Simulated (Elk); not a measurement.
Band structure of MgCd₂ (Cmcm, 6 atoms in the cell).

```
MgCd2
1.0
    1.56280    -8.06959     0.00000
    1.56280     8.06959     0.00000
    0.00000     0.00000     5.03348
Mg Cd
2 4
Direct
  0.44244   0.55756   0.25000
  0.55756   0.44244   0.75000
  0.10823   0.89177   0.25000
  0.89177   0.10823   0.75000
  0.77903   0.22097   0.25000
  0.22097   0.77903   0.75000
```

Method of the run: Elk with PBEsol, all-electron FP-LAPW, Elk's shipped species files, APW+lo basis with extra local orbitals.

Settings: xctype = 22; rgkmax = 8; stype = 0; swidth = 0.00183747 Ha; ngridk = 5 5 3; gmaxvr = 16 1/bohr; nxlo = 2; lorbcnd = true; lmaxi = 2; maxscl = 100.

The starting cell comes from a database of computed structures (which also holds hypothetical and non-ambient phases and stackings), without a prior relaxation at this level. Values depend on the basis (sphere radii, cutoffs, local orbitals), which need not be converged.

Levels in eV from the Fermi level, bands 43 to 50:
```csv
point,43,44,45,46,47,48,49,50
Γ,-5.76,-2.26,-1.36,0.49,0.59,0.74,0.84,1.94
X,-3.58,-1.36,-1.15,0.86,1.32,1.80,2.54,2.54
S,-2.76,-2.55,-0.28,-0.11,1.76,2.17,2.38,2.70
R,-2.22,-2.22,-1.64,-1.64,-0.56,-0.56,1.54,1.54
A,-2.31,-2.31,-1.92,-1.92,-0.02,-0.02,1.08,1.08
Z,-4.32,-4.32,-4.00,-4.00,3.25,3.25,3.44,3.44
Y,-2.79,-2.72,-1.62,-1.28,-0.68,-0.51,3.03,3.10
X1,-3.58,-1.36,-1.15,0.86,1.32,1.80,2.54,2.54
A1,-2.31,-2.31,-1.92,-1.92,-0.02,-0.02,1.08,1.08
T,-5.86,-5.86,-1.59,-1.59,-0.28,-0.28,5.97,5.97
```

Bands cross the Fermi level along this path, so the cell is metallic at this level.
